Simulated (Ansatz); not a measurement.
Data:

End structure of CO on the 1x1 (111) surface of fcc Cu, one in a 2x2 cell, started at the site 'hollow Cu-Cu-Cu over Cu at depth 2.1 Å':

```xyz
18
Lattice="5.1336 0.0000 0.0000 -2.5668 4.4458 0.0000 0.0000 0.0000 25.5000" Properties=species:S:1:pos:R:3 pbc="T T T"
Cu     0.0000     1.4819     9.6433
Cu    -1.2834     3.7049     9.6433
Cu     2.5668     1.4819     9.6433
Cu     1.2834     3.7049     9.6433
Cu     1.2834     0.7410    11.7147
Cu     0.0000     2.9639    11.7147
Cu     3.8502     0.7410    11.7147
Cu     2.5668     2.9639    11.7147
Cu     0.0000     0.0000    13.7506
Cu    -1.2771     2.2265    13.8069
Cu     2.5668    -0.0073    13.8069
Cu     1.2771     2.2265    13.8069
Cu     0.0000     1.4862    15.9123
Cu    -1.2797     3.7027    15.9123
Cu     2.5668     1.4819    15.8265
Cu     1.2797     3.7027    15.9123
C      0.0000     0.0000    17.3226
O      0.0000     0.0000    18.4959
```

Slab: 18 atoms, 6.2 Å thick at the start under the adsorbate (thin: gaps and levels are the slab's own); k 6x6x1, smearing 0.1 eV, dipole-corrected; single point; on the structure that PBE left under its start's symmetry; no spin, no spin-orbit, no U, no dispersion correction. At the end it is bonded to 3 Cu. In PBE it is, or lies within 0.03 eV of, the lowest of the starts that converged; the order may differ at this level.

A negative adsorption energy means that the adsorbate is more stable on the surface than in its reference.

Estimate the change of the step from the bottom to the top vacuum level, against the clean slab that r2SCAN, at the PBE geometry run with Ansatz (a program for electronic structure) returns for this input.

0.67 eV

What is the computed adsorption energy against CO(g) at the same level (r2SCAN, at the PBE geometry)?

-0.85 eV

What is the computed change of the work function (r2SCAN, at the PBE geometry)?

0.69 eV

Predict the work function of the top face from r2SCAN, at the PBE geometry.

5.49 eV
